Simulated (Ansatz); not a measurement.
Results of LDA in Ansatz (PAW) for A15 Mo₃Si.

Numerical settings: plane-wave cutoff 520 eV, 12×12×12 k mesh, Fermi–Dirac smearing 0.05 eV, no spin polarisation, scalar-relativistic PAW data made under PBE.

Equation-of-state points:

| V (Å³/atom) | E − E_lowest (meV/atom) | P (GPa) |
|---|---|---|
| 13.269 | 49.29 | 19.67 |
| 13.551 | 21.13 | 12.42 |
| 13.833 | 5.10 | 5.89 |
| 14.115 | 0.00 | 0.00 |
| 14.398 | 4.74 | -5.29 |
| 14.680 | 18.33 | -10.05 |
| 14.962 | 39.87 | -14.33 |

Question: Estimate the bulk modulus from the pressures at 13.833 and 14.398 Å³/atom, and compare it with a fit to all energies.

Answer: B = −V dP/dV. Between V = 13.833 and 14.398 Å³/atom, dP/dV = (-5.29 − (5.89))/(14.398 − 13.833) = -19.8 GPa per Å³/atom; at the midpoint 14.116 Å³/atom this gives B ≈ 279 GPa. The third-order Birch–Murnaghan fit gives V0 = 14.116 Å³/atom, B0 = 279 GPa, B′ = 4.3, which lies within 1 % of that estimate.

The computed numbers hold no vibrational or temperature effects.

Ansatz is a program for electronic structure.
